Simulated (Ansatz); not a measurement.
Amorphous Si24O47F2, 73 atoms at 2.21 g/cm³, one PBE-relaxed geometry, zone centre. Methods: PBE, scalar-relativistic without spin-orbit coupling (Ansatz, a program for electronic structure); r2SCAN, scalar-relativistic without spin-orbit coupling (Ansatz); HSE06, scalar-relativistic without spin-orbit coupling (Ansatz). Plane waves to 420 eV (r2SCAN 500 eV); exact exchange is cut at the cell's faces. At PBE the levels at the filled edge of the gap are localised (band-tail or defect states). All rungs ran without spin polarisation.

Preparation: random packing, a CHGNet melt and quench, and a DFT relaxation. O and F atoms were pushed apart under 1.9 Å during the dynamics, to hinder bonds among them. The hot cell started wider than the set density and was brought back towards it in steps. It is the lowest in DFT energy of 2 quenches. It is a model cell: composition and starting density were chosen by hand, and all elements were melted together. No dispersion term was used. Its density started from a set value of 2.21 and ended at 2.21 g/cm³. The quench (nominally 400 K/ps over its main leg) was far faster than any real one, so the model tends to hold more defects than a real film. One small periodic cell is one sample of the glass; other quenches scatter about these values. The volume was held where the preparation left it, at a PBE pressure of 1.3 GPa. Stress components on the final sampling reach 4.6 GPa.

The relaxation ran on the zone centre alone. At PBE the level gap is 5.18 eV on a 2×2×2 Γ-centred mesh, and the spacing at the zone centre alone 5.19 eV.

Task: What zone-centre spacing does r2SCAN give, roughly?

Result: 5.90 eV (+0.71 eV against PBE).

Task: What zone-centre spacing does HSE06 give, roughly?

Result: 7.03 eV (+1.84 eV against PBE).

The highest filled and the lowest empty state spread over these numbers of atoms (participation numbers): PBE: 5.5 and 60.9; r2SCAN: 5.4 and 61.7; HSE06: 5.6 and 61.4.
